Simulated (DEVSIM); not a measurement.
System: abrupt GaP n-p junction, at 300 K.

| layer (left to right) | material | thickness (μm) | Nd (cm⁻³) | Na (cm⁻³) | τn (s) | τp (s) |
|---|---|---|---|---|---|---|
| 1 | GaP | 0.300 | 2e15 | - | 1.8e-6 | 1.8e-6 |
| 2 | GaP | 3.00 | - | 1.8e14 | 1.8e-6 | 1.8e-6 |

Left contact: ohmic. Right contact: ohmic. Voltage is applied to the left contact. Recombination: SRH at mid-gap. Mobility is μmin + (μ − μmin)/(1 + (N/Nref)^α).

The device is made up for the run: typed textbook-type constants, with dimensions and the other settings drawn at random. Values at 300 K.

| parameter | GaP |
|---|---|
| gap (eV) | 2.26 |
| affinity (eV) | 3.8 |
| permittivity | 11.1 |
| Nc (cm⁻³) | 1.8e19 |
| Nv (cm⁻³) | 1.9e19 |
| μn (cm²/Vs) | 250 |
| μp (cm²/Vs) | 150 |
| μn,min | 10 |
| μp,min | 10 |
| Nref,n | 4.4e18 |
| Nref,p | 1e18 |
| αn | 0.8 |
| αp | 0.85 |

DEVSIM, 1D drift-diffusion, Boltzmann statistics, complete ionisation; no tunnelling, impact ionisation, image-force lowering or self-heating.

The doping Na of layer 2 was swept, all else fixed.

| doping Na of layer 2 (cm^-3) | potential step across the device at zero bias (V) | largest field in the device at zero bias (V/cm) | dark forward voltage at 1 A/cm² (V) |
|---|---|---|---|
| 5.4e12 | 1.635 | 5500 | 1.664 |
| 1.8e13 | 1.666 | 5800 | 1.665 |
| 5.4e13 | 1.694 | 6700 | 1.672 |
| 1.8e14 | 1.726 | 9600 | 1.682 |
| 5.4e14 | 1.754 | 16000 | 1.688 |
| 1.8e15 | 1.785 | 26000 | 1.684 |
| 5.4e15 | 1.814 | 38000 | 1.673 |

From the first row to the last the potential step across the device at zero bias goes from 1.635 to 1.814. From the first row to the last the largest field in the device at zero bias goes from 5500 to 38000.
